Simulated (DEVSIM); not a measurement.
System: illuminated Si p-on-n cell, one wavelength, with a back-surface field, at 250 K.

Layer 1 from the left is Si, thickness (μm) 0.0520, Na (cm⁻³) 5.7e18, τn (s) 5.4e-7, τp (s) 3.3e-8, absorption coefficient (cm⁻¹) 91000. Layer 2 from the left is Si, thickness (μm) 130, Nd (cm⁻³) 6.8e15, τn (s) 8.9e-7, τp (s) 8.9e-7, absorption coefficient (cm⁻¹) 91000. Layer 3 from the left is Si, thickness (μm) 0.920, Nd (cm⁻³) 3.5e18, τn (s) 8.9e-7, τp (s) 8.9e-7, absorption coefficient (cm⁻¹) 91000.

Left contact: ohmic, minority electron recombination velocity 3e5 cm/s. Right contact: ohmic, minority hole recombination velocity 2e5 cm/s. Voltage is applied to the left contact. Recombination: SRH at mid-gap, radiative, Auger. Light enters at the left, 7.5e17 photons cm⁻² s⁻¹, one pass, no reflection. Mobility is μmin + (μ − μmin)/(1 + (N/Nref)^α).

Constants are typed, rounded textbook-type inputs, not results; the design itself was drawn at random and stands for no fabricated device. Values at 300 K; Nc and Nv go as T^1.5, mobilities as T to minus their exponent, the gap by Varshni's rule with the affinity fixed.

Si: gap (eV) 1.124, affinity (eV) 4.05, permittivity 11.7, Nc (cm⁻³) 2.86e19, Nv (cm⁻³) 3.1e19, μn (cm²/Vs) 1417, μp (cm²/Vs) 470, μn,min 52, μp,min 45, Nref,n 9.7e16, Nref,p 2.2e17, αn 0.68, αp 0.72, T exponent of μn 2.3, T exponent of μp 2.2, B (cm³/s) 4.7e-15, Cn (cm⁶/s) 2.8e-31, Cp (cm⁶/s) 9.9e-32, Varshni α (eV/K) 0.000473, Varshni β (K) 636.

DEVSIM, 1D drift-diffusion, Boltzmann statistics, complete ionisation; no tunnelling, impact ionisation, image-force lowering or self-heating.

Dark forward current:

| |V| (V) | |J| (A/cm²) |
|---|---|
| 0.05 | 4.383e-11 |
| 0.10 | 1.791e-10 |
| 0.15 | 6.259e-10 |
| 0.20 | 2.124e-9 |
| 0.25 | 7.200e-9 |
| 0.30 | 2.480e-8 |
| 0.35 | 8.914e-8 |
| 0.40 | 3.549e-7 |
| 0.45 | 1.730e-6 |
| 0.50 | 1.113e-5 |
| 0.55 | 9.072e-5 |
| 0.60 | 0.0008428 |
| 0.65 | 0.008260 |
| 0.70 | 0.08053 |
| 0.75 | 0.6537 |
| 0.80 | 3.159 |
| 0.85 | 10.22 |
| 0.90 | 30.83 |
| 0.95 | 91.45 |
| 1.00 | 243.0 |
| 1.05 | 548.7 |
| 1.10 | 1057 |
| 1.15 | 1787 |
| 1.20 | 2737 |

Task: Work out the local ideality factor n = ΔV / (kT/q · ln(J2/J1)) between the rows 0.10 and 0.15 V, 0.60 and 0.65 V, 1.15 and 1.20 V.

Result: kT/q = 21.54 mV. From 0.10 to 0.15 V: ln(6.259e-10/1.791e-10) = 1.251, n = 1.86, near the 2 of recombination in the depletion region. From 0.60 to 0.65 V: ln(0.008260/0.0008428) = 2.282, n = 1.02, near the 1 of diffusion or emission over a barrier. From 1.15 to 1.20 V: ln(2737/1787) = 0.426, n = 5.44.

Task: What current could the absorbed light give at most, and what share is collected?

Result: Σ αd = 1190, so qΦ(1 − exp(−Σ αd)) = 120 mA/cm². The simulated short-circuit current is 113.0 mA/cm², a share of 0.94.

Task: Estimate the open-circuit voltage by superposition: the voltage at which the dark current equals that short-circuit current.

Result: Interpolating ln J in the table gives 0.708 V. The simulation gives 0.707 V, the same within the digits that matter. Superposition holds where collection doesn't change with voltage.

Task: Estimate the fill factor from FF0 = (v − ln(v + 0.72))/(v + 1), v = qVoc/(nkT), with n from the dark curve.

Result: The rows about Voc, 0.70 and 0.75 V, give n = 1.11, so v = 29.6 and FF0 = 0.856. The simulation gives 0.866; the estimate lies 1.2 % below.
